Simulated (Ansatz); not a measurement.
A self-consistent single point of LiNbF₆ (R3, 8 atoms in the cell) with Ansatz (a quantum-chemistry and plane-wave program).

Method of the run: LDA (PW92), default PAW files made with PBE (plane waves; Ansatz).

```
CELL_PARAMETERS angstrom
      2.57010     1.48385     4.57979
     -2.57010     1.48385     4.57979
      0.00000    -2.96770     4.57979
ATOMIC_POSITIONS crystal
  Li 0.50364 0.50364 0.50364
  Nb 0.00000 0.00000 0.00000
  F  0.12815 0.75325 0.36355
  F  0.87185 0.24675 0.63645
  F  0.36355 0.12815 0.75325
  F  0.63645 0.87185 0.24675
  F  0.75325 0.36355 0.12815
  F  0.24675 0.63645 0.87185
```

Reference input (self-consistent single point, DFT, LDA (PW92), plane waves, default PAW files made with PBE): basis.ecutwfc = 420 eV; kpoints.mp_grid.grid = 5 5 5; hamiltonian.xc = lda; hamiltonian.pseudopotentials = {kind: paw} (the program's default PAW files); scf.occupations.method = fixed. This run's input differs from it in these lines:

Ansatz 0.2 input:
```diff
@@ -15,3 +15,3 @@
 basis:
-  ecutwfc: 420.0 eV
+  ecutwfc: 1010.0 eV
 kpoints:
```

The program printed (abridged):

```
SCF iter   1: F=—  HF=-9415.070691 eV  |F-HF|=—  |Δ(HF+E_count)|=         —  Δρ=2.09e-2  dr2=3.62e-1  ethr=1.77e-3  ⟨swp⟩=5.0  Hψ=3170  notcnv=0  defer=115
all-band conjugate gradients solve this SCF's bands
preconditioner: auto → Resta (q_TF=auto, 2.472 Å⁻¹)
SCF iter   2: F=—  HF=-9414.990449 eV  |F-HF|=—  |Δ(HF+E_count)|=   8.02e-2  Δρ=7.96e-3  dr2=4.50e-2  ethr=6.24e-4  ⟨swp⟩=2.2  Hψ=1463  notcnv=0  defer=115
   [... lines left out ...]
SCF iter   5: F=—  HF=-9414.978432 eV  |F-HF|=—  |Δ(HF+E_count)|=   1.91e-5  Δρ=2.92e-4  dr2=6.03e-5  ethr=2.71e-7  ⟨swp⟩=2.3  Hψ=1199  notcnv=0  defer=82
SCF iter   6: F=—  HF=-9414.978443 eV  |F-HF|=—  |Δ(HF+E_count)|=   1.09e-5  Δρ=6.35e-5  dr2=3.47e-6  ethr=1.04e-7  ⟨swp⟩=2.0  Hψ=1199  notcnv=0  defer=52
SCF iter   7: F=—  HF=-9414.978444 eV  |F-HF|=—  |Δ(HF+E_count)|=   2.40e-7  Δρ=2.27e-5  dr2=3.73e-7  ethr=5.98e-9  ⟨swp⟩=2.8  Hψ=1583  notcnv=0  defer=52
SCF iter   8: F=-9414.978444 eV  HF=-9414.978444 eV  |F-HF|=2.23e-8  |Δ(HF+E_count)|=   3.33e-7  Δρ=4.37e-6  dr2=3.03e-8  ethr=1.72e-10  ⟨swp⟩=11.3  Hψ=3959  notcnv=0
SCF 1 converged in 8 iterations: F = -9414.978444 eV  dr2 = 3.03e-8
Free energy (F): -9414.978444 eV
Internal energy: -9414.978444 eV  (E = F + TS)
E sigma→0 (E₀):  -9414.978444 eV
Fermi energy:    -0.176050 eV
--- Forces (eV/Å), atoms counted from 1 ---
  atom   1  Li     0.00000000    -0.00000000    -0.11715748
  atom   2  Nb    -0.00000000    -0.00000000     0.19674835
  atom   3  F     -0.55072737     0.85013580    -0.69728093
  atom   4  F      0.53257930    -0.81057549     0.67075128
  atom   5  F     -0.46087551    -0.90201179    -0.69728093
  atom   6  F      0.43568931     0.86651495     0.67075128
  atom   7  F      1.01160288     0.05187599    -0.69728093
  atom   8  F     -0.96826862    -0.05593946     0.67075128
--- Stress (GPa, compression-positive) ---
       -8.967548       0.000000      -0.000000
       -0.000000      -8.967548       0.000000
       -0.000000       0.000000      -9.151778
  P = ⅓ Tr σ = -9.0290 GPa (-90.290 kbar)
  The stress holds the Pulay correction. Without it, at fixed plane waves, as pw.x and ABINIT print it: P = -9.0322 GPa
```

The run converged in 8 iterations. Against the reference run the free energy goes down by 7.7 meV/atom, the pressure hardly changes (-9.02 to -9.03 GPa), the largest force moves little (1.228 to 1.230 eV/Å) and the gap on the mesh stays at 5.206 eV.

The starting cell comes from a database of computed structures (which also holds hypothetical and non-ambient phases and stackings), without a prior relaxation at this level. Its lattice was rescaled by up to half a per cent. One atom was moved a little off its site on purpose. Forces in this geometry exceed 1 eV/Å. Ansatz's pressure includes its estimate of the finite-basis (Pulay) stress.
